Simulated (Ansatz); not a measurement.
# TaN with two functionals, pressure 18 GPa

Start from TaN in the rock salt structure (space group Fm-3m, No. 225; a = 4.4161 Å).

(Cell as relaxed with PBE.)

Levels (all Ansatz, an electronic-structure program, PAW, earlier PAW set): PBE (420 eV, scalar-relativistic without spin-orbit coupling); r2SCAN (500 eV, without spin-orbit coupling).

Each level relaxes its own structure.

```csv
base,PBE,r2SCAN
volume per atom,10.77 Å³,10.62 Å³
lattice parameter a,4.416 Å,4.396 Å
band gap,zero,zero
```

The change: cell and atoms relaxed at a pressure of 18 GPa.

| quantity | PBE | r2SCAN |
|---|---|---|
| volume per atom | 10.25 Å³ | ? |
| band gap | zero | ? |

Problem. Predict the r2SCAN column.

Solution. 
- volume per atom, r2SCAN: 10.14 Å³
- band gap, r2SCAN: zero

PBE's volume per atom lies 0.11 Å³ above r2SCAN's (1.1 %); the two agree on the band gap. Neither level is exact; r2SCAN is the comparison here, not a measurement.

Load acts through the strain it causes; cell and atoms are relaxed under it. Whether these cells are dynamically stable was not tested. No other phases were tried under pressure. The final runs are not spin-polarised. This is not the structure that TaN has at room temperature and ambient pressure.
